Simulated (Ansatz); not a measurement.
We look at the formation energy of the neutral V_O in ZnO (wurtzite, P6₃mc). Reaction: 36 ZnO (wurtzite) → cell A + 1/2 O2 (gas).

Cell A: a supercell of 72 sites of ZnO (wurtzite, P6₃mc) with one empty O site amid 4 Zn; spin state with PBE: run without spin, k-point mesh 3×3×2.
```yaml
crystal:
  lattice:
    - [9.83968, 0.00000, 0.00000]
    - [-4.91984, 8.52142, 0.00000]
    - [0.00000, 0.00000, 10.58822]
  atoms:
    - { symbol: Zn, position: [0.22222, 0.11111, 0.27150] }
    - { symbol: Zn, position: [0.11197, 0.22137, 0.00369] }
    - { symbol: O, position: [0.11363, 0.21970, 0.19411] }
    - { symbol: Zn, position: [0.22222, 0.11111, 0.75087] }
    - { symbol: Zn, position: [0.12053, 0.21281, 0.49398] }
    - { symbol: O, position: [0.22222, 0.11111, 0.93945] }
    - { symbol: O, position: [0.11225, 0.22109, 0.68474] }
    - { symbol: Zn, position: [0.22245, 0.44428, 0.25070] }
    - { symbol: Zn, position: [0.11164, 0.55582, 0.99948] }
    - { symbol: O, position: [0.22093, 0.44032, 0.44063] }
    - { symbol: O, position: [0.11166, 0.55583, 0.18984] }
    - { symbol: Zn, position: [0.22126, 0.44250, 0.74898] }
    - { symbol: Zn, position: [0.11124, 0.55562, 0.49998] }
    - { symbol: O, position: [0.22133, 0.44275, 0.93958] }
    - { symbol: O, position: [0.11139, 0.55570, 0.68970] }
    - { symbol: Zn, position: [0.22245, 0.77817, 0.25070] }
    - { symbol: Zn, position: [0.11197, 0.89060, 0.00369] }
    - { symbol: O, position: [0.22093, 0.78061, 0.44063] }
    - { symbol: O, position: [0.11363, 0.89392, 0.19411] }
    - { symbol: Zn, position: [0.22126, 0.77876, 0.74898] }
    - { symbol: Zn, position: [0.12053, 0.90772, 0.49398] }
    - { symbol: O, position: [0.22133, 0.77858, 0.93958] }
    - { symbol: O, position: [0.11225, 0.89116, 0.68474] }
    - { symbol: Zn, position: [0.55516, 0.11088, 0.25070] }
    - { symbol: Zn, position: [0.44273, 0.22137, 0.00369] }
    - { symbol: O, position: [0.55272, 0.11240, 0.44063] }
    - { symbol: O, position: [0.43941, 0.21970, 0.19411] }
    - { symbol: Zn, position: [0.55457, 0.11207, 0.74898] }
    - { symbol: Zn, position: [0.42561, 0.21281, 0.49398] }
    - { symbol: O, position: [0.55476, 0.11201, 0.93958] }
    - { symbol: O, position: [0.44218, 0.22109, 0.68474] }
    - { symbol: Zn, position: [0.55516, 0.44428, 0.25070] }
    - { symbol: Zn, position: [0.44414, 0.55495, 0.99941] }
    - { symbol: O, position: [0.55272, 0.44032, 0.44063] }
    - { symbol: O, position: [0.44439, 0.55544, 0.18946] }
    - { symbol: Zn, position: [0.55457, 0.44250, 0.74898] }
    - { symbol: Zn, position: [0.44409, 0.55485, 0.50064] }
    - { symbol: O, position: [0.55476, 0.44275, 0.93958] }
    - { symbol: O, position: [0.44435, 0.55538, 0.69009] }
    - { symbol: Zn, position: [0.55556, 0.77778, 0.24967] }
    - { symbol: Zn, position: [0.44414, 0.88919, 0.99941] }
    - { symbol: O, position: [0.55556, 0.77778, 0.43980] }
    - { symbol: O, position: [0.44439, 0.88895, 0.18946] }
    - { symbol: Zn, position: [0.55556, 0.77778, 0.75033] }
    - { symbol: Zn, position: [0.44409, 0.88924, 0.50064] }
    - { symbol: O, position: [0.55556, 0.77778, 0.94001] }
    - { symbol: O, position: [0.44435, 0.88898, 0.69009] }
    - { symbol: Zn, position: [0.88905, 0.11088, 0.25070] }
    - { symbol: Zn, position: [0.77751, 0.22169, 0.99948] }
    - { symbol: O, position: [0.89301, 0.11240, 0.44063] }
    - { symbol: O, position: [0.77750, 0.22167, 0.18984] }
    - { symbol: Zn, position: [0.89084, 0.11207, 0.74898] }
    - { symbol: Zn, position: [0.77772, 0.22210, 0.49998] }
    - { symbol: O, position: [0.89058, 0.11201, 0.93958] }
    - { symbol: O, position: [0.77764, 0.22194, 0.68970] }
    - { symbol: Zn, position: [0.88889, 0.44444, 0.24980] }
    - { symbol: Zn, position: [0.77751, 0.55582, 0.99948] }
    - { symbol: O, position: [0.88889, 0.44444, 0.43938] }
    - { symbol: O, position: [0.77750, 0.55583, 0.18984] }
    - { symbol: Zn, position: [0.88889, 0.44444, 0.75026] }
    - { symbol: Zn, position: [0.77772, 0.55562, 0.49998] }
    - { symbol: O, position: [0.88889, 0.44444, 0.94002] }
    - { symbol: O, position: [0.77764, 0.55570, 0.68970] }
    - { symbol: Zn, position: [0.88905, 0.77817, 0.25070] }
    - { symbol: Zn, position: [0.77838, 0.88919, 0.99941] }
    - { symbol: O, position: [0.89301, 0.78061, 0.44063] }
    - { symbol: O, position: [0.77789, 0.88895, 0.18946] }
    - { symbol: Zn, position: [0.89084, 0.77876, 0.74898] }
    - { symbol: Zn, position: [0.77849, 0.88924, 0.50064] }
    - { symbol: O, position: [0.89058, 0.77858, 0.93958] }
    - { symbol: O, position: [0.77796, 0.88898, 0.69009] }
```

Reference: ZnO (wurtzite, P6₃mc), 72 atoms in the cell, the relaxed perfect crystal repeated, atoms not moved again, k-point mesh 3×3×2 on the run's own vectors.

Reference: an isolated O2 molecule (triplet) in a box of 11 × 11 × 13 Å.

Computed with Ansatz (plane waves, PAW), its PAW set soft_1, cutoff 420 eV. The structures are at rest with PBE, within the held lattices; other levels are single points on them. HSE06 runs on coarser k-point meshes, mended by the PBE difference between the two meshes. Neutral cells; Fermi-Dirac smearing of at most 0.05 eV in the solids, energies taken to zero width. The lattices are those relaxed with PBE, so at other levels the solids can be strained, which adds to the spread. Larger cells are relaxed from a start prepared with the learned potential CHGNet, on a coarser mesh till forces fall under 0.03 eV/Å, which some starts already meet. A dispersion term (D3(BJ), or D4 for r2SCAN) was computed beside these levels and is taken off wherever the name lacks it. Space groups of crystals are read within 0.01 Å. Nuclei at rest; no vibrational terms. Cells are local rest points, mostly with their start's symmetry. No correction for cell size. Mesh and cell size may move defect energies by 0.1 eV or more. The value holds for the reservoirs listed; other chemical potentials shift it. Cell A has symmetry P3m1 within 0.02 Å and got no random move, so less symmetric positions, which may lie lower, weren't tried.

Q: Estimate the value that PBE returns for this input.

A: 3.67 eV, for 36 ZnO (wurtzite) → cell A + 1/2 O2 (gas).

Q: What do the other levels give, and how wide is the spread?

A: 
| Level | value (eV) | less PBE |
|---|---|---|
| HSE06 | 4.27 | 0.60 |

The levels shown span 0.60 eV, from PBE (3.67) to HSE06 (4.27).

Ansatz is a first-principles code.
